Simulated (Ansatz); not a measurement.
The cell is built on a prototype and need not be the phase stable at ambient conditions.

By PBEsol, the system below comes out a metal.

Without scattering a metal conducts by its projected Fermi surface.

Data:

```xyz
6
Lattice="5.9050 0.0000 0.0000 0.0000 5.9050 0.0000 2.9525 -2.9525 4.1755" Properties=species:S:1:pos:R:3 pbc="T T T"
In     5.9050     1.4763     1.0439
In     4.4288     2.9525     3.1316
In     7.3813     2.9525     3.1316
In     5.9050     4.4288     1.0439
Au     2.9525     0.0000     2.0877
Au     2.9525     2.9525     0.0000
```

Space group of this cell: Fd-3m, cubic Laves (MgCu2 type). The cell was relaxed by PBE-D3(BJ); by PBEsol its mean pressure is -1.0 GPa.

The current flows along the normal of the first two printed cell vectors. No spin-orbit coupling; the value is a mean over 0.1 eV about the Fermi level.

Q: Predict the ballistic conductance per area from PBEsol in Ansatz (a first-principles code).

A: 0.67 × 10¹⁵ S/m² for both spins.
